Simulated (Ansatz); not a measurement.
**Au in the fcc (Cu type) structure (space group Fm-3m, No. 225)**

```xyz
1
Lattice="0.0000 2.0620 2.0620 2.0620 0.0000 2.0620 2.0620 2.0620 0.0000" Properties=species:S:1:pos:R:3 pbc="T T T"
Au     0.0000     0.0000     0.0000
```

Computed with DFT with r2SCAN, PAW potentials and a 500 eV plane-wave cutoff in Ansatz (a program for electronic structure), scalar-relativistic without spin-orbit coupling. Γ-centred 19×19×19 mesh, Fermi–Dirac width 0.05 eV.

```yaml
volume_per_atom: 17.54 Å³
density: 18.65 g/cm³
band_gap: zero
total_energy: -13163.506 eV/atom (σ→0; compares only within this code and set-up)
```

No phonon test of stability was made.
